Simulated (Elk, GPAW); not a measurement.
An Elk input for a self-consistent single point of KI (Fm-3m, 2 atoms in the cell) (DFT, PBE, all-electron FP-LAPW, Elk's shipped species files, default APW+lo basis):

```
tasks
  0

xctype
  20

swidth
  0.00183747

maxscl
  100

scale
  1.889726125

avec
    0.0000000000    3.5566050000    3.5566050000
    3.5566050000    0.0000000000    3.5566050000
    3.5566050000    3.5566050000    0.0000000000

sppath
  './'

atoms
  2
  'K.in'
  1
  0.0000000000  0.0000000000  0.0000000000    0.0 0.0 0.0
  'I.in'
  1
  0.5000000000  0.5000000000  0.5000000000    0.0 0.0 0.0

ngridk
  7 7 7
```

### Question
Write the same calculation as an input for GPAW.

### Answer
This is the input that was run; spellings and numerical settings could be chosen otherwise.

```python
from ase import Atoms
from ase.units import GPa
from gpaw import GPAW

atoms = Atoms(['K', 'I'],
              cell=[[0.000000, 3.556605, 3.556605],
                    [3.556605, 0.000000, 3.556605],
                    [3.556605, 3.556605, 0.000000]],
              scaled_positions=[[0.000000, 0.000000, 0.000000],
                                [0.500000, 0.500000, 0.500000]],
              pbc=True)

calc = GPAW(mode={'name': 'pw', 'ecut': 550},
            xc='PBE',
            kpts=(7, 7, 7),
            occupations={'name': 'fermi-dirac', 'width': 0.05},
            nbands=-8,
            convergence={'forces': 0.001, 'bands': -6},
            symmetry={'symmorphic': False, 'tolerance': 0.0005},
            maxiter=100,
            txt='-')

atoms.calc = calc

energy = atoms.get_potential_energy()
print('Energy (eV):', round(energy, 6))
forces = atoms.get_forces()
print('Forces (eV/Ang):')
print(forces.round(5))
stress = atoms.get_stress()
print('Stress (GPa, Voigt):', (stress / GPa).round(4))
```

Basis, cutoffs, solver keys and any potentials are the target program's own. This input uses DFT PBE, plane waves, GPAW PAW datasets PBE (gpaw-data 1.0.1). Both were run: gap on the mesh 3.952 eV in Elk and 3.930 in GPAW.

On Elk: the starting cell comes from a database of computed structures (which also holds hypothetical and non-ambient phases and stackings), without a prior relaxation at this level. Its lattice was rescaled by a random factor within 2.5 % of one. Spin-orbit coupling is off. Values depend on the basis (sphere radii, cutoffs, local orbitals), which need not be converged.

On GPAW: the starting cell comes from a database of computed structures (which also holds hypothetical and non-ambient phases and stackings), without a prior relaxation at this level. Its lattice was rescaled by a random factor within 2.5 % of one. Spin-orbit coupling is off.
